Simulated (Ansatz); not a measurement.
# How the bulk modulus of Mo3Os (model structure, started from the D019 type, P6₃/mmc, No. 194, 8 atoms in the cell) moves with the method

No measured value is used here.

```json
[
 {"level (code)": "LDA (Ansatz)", "value (GPa)": "309", "cell (Å³/atom)": "14.79"},
 {"level (code)": "PBEsol (Ansatz)", "value (GPa)": "296", "cell (Å³/atom)": "15.04"},
 {"level (code)": "r²SCAN (Ansatz)", "value (GPa)": "289", "cell (Å³/atom)": "15.30"}
]
```

Density-functional levels without +SOC have no spin–orbit coupling. LDA, PBEsol, r²SCAN: the run has no spin polarisation, so it can have missed a magnetic state. LDA, PBEsol, r²SCAN: the bulk modulus is −V dP/dV from two relaxed cells at ±2 % in volume. Each level is taken at its own relaxed cell. Cutoffs differ between the levels. Ansatz's density-functional and Hartree–Fock values are scalar-relativistic unless marked +SOC, with PAW data made under PBE.

A model structure was made by putting elements into a prototype or built by hand; it is no filed structure, need not be a known phase, and can be a saddle point held by its symmetry.

Ansatz is a program for electronic structure.
